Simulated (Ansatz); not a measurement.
Start from CdS in the wurtzite structure (space group P6_3mc, No. 186; a = 4.124 Å, c = 6.708 Å). Axes: x lies along a and z along c of the hexagonal cell.

The values are results of Ansatz (a program for electronic structure) PBEsol, no SOC, not measurements.

For the base:

| Item | Result |
|---|---|
| Pressure | 0.0 kbar |
| Valence-band top at Γ | 0.00, 0.00, -0.05 eV |
| Band gap | 1.09 eV |
| Volume per atom | 24.71 Å³ |

It is then changed as follows: biaxial strain −1.80 %, plane normal [001], relaxed out of plane (Cartesian); in-plane vectors clamped, the third vector and the atoms free.

Q: What happens to the pressure, valence-band top at Γ, band gap and volume per atom?

A: The pressure (mean of the normal stresses, compression positive) goes from zero to 11.6 kbar; the valence-band top at Γ (three highest levels, from the VBM) goes from 0.00, 0.00, -0.05 eV to 0.00, 0.00, -0.18 eV; the band gap shrinks by 0.04 eV, from 1.09 eV to 1.05 eV; the volume per atom drops by 0.472 Å³ (24.71 Å³ → 24.23 Å³).

Stability against distortions was not tested.
